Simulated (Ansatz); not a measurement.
The starting structures come from a database of crystals and need not be the phases stable at ambient conditions.

Tunnelling through a barrier is set by its complex band structure: the current falls as exp(−2κd) with the smallest κ.

Here is the system:

```
LiTaF6
1.0
    5.16934     0.00000     0.00000
   -2.58467     4.76566     0.00000
    2.58467     1.40180     4.25165
Li Ta F
1 1 6
Direct
  0.00000   0.50000   0.50000
  0.00000   0.00000   0.00000
  0.10636   0.75603   0.13903
  0.89364   0.24397   0.86097
  0.89506   0.75603   0.75461
  0.10494   0.24397   0.24539
  0.51064   0.75603   0.35033
  0.48936   0.24397   0.64967
```

Space group of this cell: R-3. The cell is taken as given; by r2SCAN its mean pressure is -0.7 GPa.

Transport runs along the normal of the first two printed cell vectors, the (101) plane of the conventional cell.

The gap is the functional's own, uncorrected, and κ follows it; spin-orbit coupling is left out. Mid-gap values are interpolated between the computed energies.

Question: Estimate the band gap and the smallest decay constant κ at mid-gap that r2SCAN in Ansatz (a first-principles code) returns for this system.

Answer: Gap 7.04 eV on a 8×8×8 mesh; κ = 0.635 1/Å, at the zone centre.
